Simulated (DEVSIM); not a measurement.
System: Al0.25Ga0.75As/GaAs n-p heterojunction, at 400 K.

```csv
layer (left to right),material,thickness (μm),Nd (cm⁻³),Na (cm⁻³),τn (s),τp (s)
1,Al0.25Ga0.75As,0.150,2.7e16,-,7.3e-10,7.3e-10
2,GaAs,0.270,-,5.3e16,7.3e-10,7.3e-10
```

Left contact: ohmic. Right contact: ohmic. Voltage is applied to the left contact. Recombination: SRH at mid-gap, Auger. Mobility is μmin + (μ − μmin)/(1 + (N/Nref)^α).

The device is made up for the run: typed textbook-type constants, with dimensions and the other settings drawn at random. Values at 300 K; Nc and Nv go as T^1.5, mobilities as T to minus their exponent, the gap by Varshni's rule with the affinity fixed.

| parameter | Al0.25Ga0.75As | GaAs |
|---|---|---|
| gap (eV) | 1.7357 | 1.424 |
| affinity (eV) | 3.8725 | 4.07 |
| permittivity | 12.19 | 12.9 |
| Nc (cm⁻³) | 6.5e17 | 4.7e17 |
| Nv (cm⁻³) | 9e18 | 9e18 |
| μn (cm²/Vs) | 4375 | 8500 |
| μp (cm²/Vs) | 221 | 400 |
| μn,min | 500 | 500 |
| μp,min | 20 | 20 |
| Nref,n | 6e16 | 6e16 |
| Nref,p | 1.5e17 | 1.5e17 |
| αn | 0.39 | 0.39 |
| αp | 0.38 | 0.38 |
| T exponent of μn | 2.1 | 2.1 |
| T exponent of μp | 2.2 | 2.2 |
| Cn (cm⁶/s) | 1e-30 | 1e-30 |
| Cp (cm⁶/s) | 1e-30 | 1e-30 |
| Varshni α (eV/K) | 0.000541 | 0.000541 |
| Varshni β (K) | 204 | 204 |

Simulated with DEVSIM: 1D drift-diffusion, Boltzmann statistics, complete ionisation; no tunnelling, impact ionisation, image-force lowering or self-heating. Band offsets follow the typed affinities; no thermionic-emission limit at abrupt steps, no polarisation charge.

**Question.** Give the dark forward current.

**Answer.** 
(V (V), J (A/cm²)): (-0.05, -9.6e-8); (-0.10, -3.0e-7); (-0.15, -7.9e-7); (-0.20, -2.1e-6); (-0.25, -5.6e-6); (-0.35, -4.6e-5); (-0.40, -0.00015); (-0.45, -0.00049); (-0.50, -0.0018); (-0.55, -0.0066); (-0.60, -0.025); (-0.65, -0.10); (-0.70, -0.40); (-0.75, -1.6); (-0.80, -6.2); (-0.90, -86); (-0.95, -280); (-1.00, -810); (-1.05, -2000); (-1.10, -4300)
